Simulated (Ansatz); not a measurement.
Start from Ta in the bcc (W type) structure (space group Im-3m, No. 229; relaxed with 0.1 eV smearing).

```xyz
1
Lattice="-1.6530 1.6530 1.6530 1.6530 -1.6530 1.6530 1.6530 1.6530 -1.6530" Properties=species:S:1:pos:R:3 pbc="T T T"
Ta     0.0000     0.0000     0.0000
```

Level of theory: Ansatz (a quantum-chemistry and plane-wave program), r2SCAN, PAW, cutoff 500 eV, without spin-orbit coupling.

Base values:

Pressure: 0.0 GPa

Perturbation: an isotropic linear strain of −3.00 %, atoms relaxed at fixed cell.

Q: What happens to the energy relative to the base?

A: The energy grows by 100 meV/atom.

Q: What does the calculation give for the pressure after the change?

A: The pressure goes from zero to 21.7 GPa.

No phonon test of stability was made. The final runs are not spin-polarised.
